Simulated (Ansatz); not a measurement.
Model glasses of amorphous Si3N4, 72 to 78 atoms (Si30N40 before any change). Each row is one cell at a composition chosen by hand, melted whole on the CHGNet potential with the anions pushed apart under 1.9 Å, quenched within some picoseconds, far faster than a real film, and relaxed with PBE, scalar-relativistic without spin-orbit coupling (plane waves to 420 eV, PAW; Ansatz, a quantum-chemistry and plane-wave program). Each is the lower in DFT energy of 2 quenches. Cycles of charging and discharging were tried on the cells ahead of these points, and a cell that came back lower was taken. The column on the box says what of it was relaxed with the atoms; held means as the quench left it. Cells that kept moments or hold spare charge are left out.

At the relaxed places, the spacing of the highest filled and the lowest empty level was computed at the zone centre with PBE and with r2SCAN, without spin polarisation, or with spin where the moments then died out. A level counts as spread where PBE shares it among more than a fifth of the atoms; else the element of the atom with the largest weight is named. Formal charges balance in every cell (each cation at its usual highest valence, Cu and Ag at +1, Sb at +3, H at +1, O at −2, N at −3, F and Cl at −1). r2SCAN ran with plane waves to 500 eV. Where a level is localised, the spacing isn't the band gap.

```csv
cell,change,box,highest filled on,lowest empty on,"spacing, PBE (eV)","spacing, r2SCAN (eV)"
Si30N44Ge3,"+3 Ge, +4 N",volume and shape,N,Ge,0.55,0.69
Si30N41Sc,"+1 N, +1 Sc",volume and shape,N,Si,0.84,withheld
Si30N44Zr3,"+4 N, +3 Zr",shape,N,Si,1.61,1.98
Si30N45Nb3,"+5 N, +3 Nb",volume and shape,N,Nb,1.76,2.04
Si30N41Ga,"+1 Ga, +1 N",shape,N,Si,1.83,2.15
Si30N42Mg3,"+3 Mg, +2 N",shape,N,Si,2.04,2.37
Si30N41B,"+1 B, +1 N",shape,N,spread,2.28,2.68
Si30N42Be3,"+3 Be, +2 N",volume and shape,N,spread,2.50,2.95
```

Question: Fit a straight line of the last column on the one before it through the 7 full rows, and predict the withheld value for Si30N41Sc.

Answer: Means: x = 1.796, y = 2.123. Slope = Σ(Δx Δy) / Σ(Δx²) = 2.7281 / 2.3790 = 1.147; intercept = 2.123 − (1.147) × 1.796 = 0.063 eV; r.m.s. residual 0.034 eV. Prediction: 0.063 + (1.147) × 0.84 = 1.03 eV. The run gave 1.08 eV, a miss of 0.05 eV, within twice the residual.

In Si30N41Sc, Si30N44Zr3, Si30N41Ga the spacing lies under 0.8 of the table's widest and a localised level on an atom of the host, not next to a guest, bounds it: there a defect of the quenched network is a likely cause.
